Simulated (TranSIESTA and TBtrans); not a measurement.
Junction: Ag rod with one adsorbed F atom. Leads: fcc Ag rod along [100], layers of 5 and 4 atoms, a = 4.15 Å. Geometry: 5 atoms about the centre moved by SIESTA (PBE, SZP) to a largest force of 0.09 eV/Å, all others as built. Transport runs along z; the first 18 and the last 18 of the 73 atoms are the lead cells, repeated to infinity.

```xyz
73
Lattice="14.369 0.000 0.000 0.000 14.369 0.000 0.000 0.000 33.200" Properties=species:S:1:pos:R:3 pbc="F F T"
Ag     7.184     7.184     0.000
Ag    10.119     7.184     0.000
Ag     7.184    10.119     0.000
Ag     4.250     7.184     0.000
Ag     7.184     4.250     0.000
Ag     8.652     8.652     2.075
Ag     5.717     8.652     2.075
Ag     8.652     5.717     2.075
Ag     5.717     5.717     2.075
Ag     7.184     7.184     4.150
Ag    10.119     7.184     4.150
Ag     7.184    10.119     4.150
Ag     4.250     7.184     4.150
Ag     7.184     4.250     4.150
Ag     8.652     8.652     6.225
Ag     5.717     8.652     6.225
Ag     8.652     5.717     6.225
Ag     5.717     5.717     6.225
Ag     7.184     4.250     8.300
Ag     4.250     7.184     8.300
Ag     7.184     7.184     8.300
Ag    10.119     7.184     8.300
Ag     7.184    10.119     8.300
Ag     5.717     5.717    10.375
Ag     8.652     5.717    10.375
Ag     5.717     8.652    10.375
Ag     8.652     8.652    10.375
Ag     7.184     4.250    12.450
Ag     4.250     7.184    12.450
Ag     7.184     7.184    12.450
Ag    10.119     7.184    12.450
Ag     7.184    10.119    12.450
Ag     5.717     5.717    14.525
Ag     8.652     5.717    14.525
Ag     5.717     8.652    14.525
Ag     8.652     8.652    14.525
Ag     7.184     4.531    16.505
Ag     4.250     7.184    16.600
Ag     7.184     7.184    16.600
Ag    10.119     7.184    16.600
Ag     7.184    10.119    16.600
Ag     5.715     5.922    18.675
Ag     8.654     5.922    18.675
Ag     5.717     8.652    18.675
Ag     8.652     8.652    18.675
Ag     7.184     4.531    20.845
Ag     4.250     7.184    20.750
Ag     7.184     7.184    20.750
Ag    10.119     7.184    20.750
Ag     7.184    10.119    20.750
Ag     5.717     5.717    22.825
Ag     8.652     5.717    22.825
Ag     5.717     8.652    22.825
Ag     8.652     8.652    22.825
F      7.184     3.866    18.675
Ag     7.184     7.184    24.900
Ag    10.119     7.184    24.900
Ag     7.184    10.119    24.900
Ag     4.250     7.184    24.900
Ag     7.184     4.250    24.900
Ag     8.652     8.652    26.975
Ag     5.717     8.652    26.975
Ag     8.652     5.717    26.975
Ag     5.717     5.717    26.975
Ag     7.184     7.184    29.050
Ag    10.119     7.184    29.050
Ag     7.184    10.119    29.050
Ag     4.250     7.184    29.050
Ag     7.184     4.250    29.050
Ag     8.652     8.652    31.125
Ag     5.717     8.652    31.125
Ag     8.652     5.717    31.125
Ag     5.717     5.717    31.125
```

Run with TranSIESTA and TBtrans (open boundaries, self-consistent; PseudoDojo norm-conserving potentials, scalar-relativistic): PAO.BasisSize SZP, PAO.EnergyShift 0.15 eV, XC.Authors PBE, Mesh.Cutoff 150 Ry, ElectronicTemperature 300 K, TBT.Elecs.Eta 0.001 eV, no spin polarisation.

Q: Give the current of both spins against bias, self-consistently and from the zero-bias transmission integrated over the bias window.

A: 
```
V (V)  I self-consistent (μA)  I from the zero-bias T(E) (μA)
-----  ----------------------  ------------------------------
0.2                      64.3                            68.7
0.4                       101                             135
0.6                       121                             195
```

Positive bias raises the left lead's chemical potential. The energy step is 0.02 eV; narrower resonances are cut or missed.

The leads' channel count changes near 0.03 eV, within the thermal window, so values at the Fermi level hang on where that band edge falls. Moving central atoms between leads that stay as built scatters by itself, most near band edges, so not all of the loss belongs to a defect.
